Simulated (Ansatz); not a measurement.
**Hf, response to strain**

The parent structure is Hf in the hcp (Mg type) structure (space group P6_3/mmc, No. 194; a = 3.117 Å, c = 4.950 Å; relaxed with 0.1 eV smearing).

Strains are applied to the cell and any free atomic positions relax.

Calculations: LDA, PAW, 420 eV (Ansatz, a program for electronic structure; scalar-relativistic without spin-orbit coupling).

Notes on the quantities. pressure: mean of the normal stresses, compression positive; energy relative to the base: free energy F.

```
variant                   shortest interatomic distance  pressure  energy relative to the base
------------------------  -----------------------------  --------  ---------------------------
base                                            3.060 Å   0.0 GPa                   0 meV/atom
isotropic strain −2.50 %                        2.984 Å  10.4 GPa                 +47 meV/atom
isotropic strain −2.00 %                        2.999 Å   8.1 GPa                 +30 meV/atom
isotropic strain −1.50 %                        3.014 Å   5.9 GPa                 +16 meV/atom
isotropic strain −1.00 %                        3.030 Å   3.8 GPa                +7.2 meV/atom
isotropic strain +0.50 %                        3.076 Å  -1.8 GPa                +1.7 meV/atom
isotropic strain +1.50 %                        3.106 Å  -5.0 GPa                 +15 meV/atom
isotropic strain +2.00 %                        3.121 Å  -6.4 GPa                 +27 meV/atom
isotropic strain +2.50 %                        3.137 Å  -7.8 GPa                 +41 meV/atom
isotropic strain +3.00 %                        3.152 Å  -9.1 GPa                 +59 meV/atom
```

No phonon test of stability was made. All final runs are without spin polarisation.
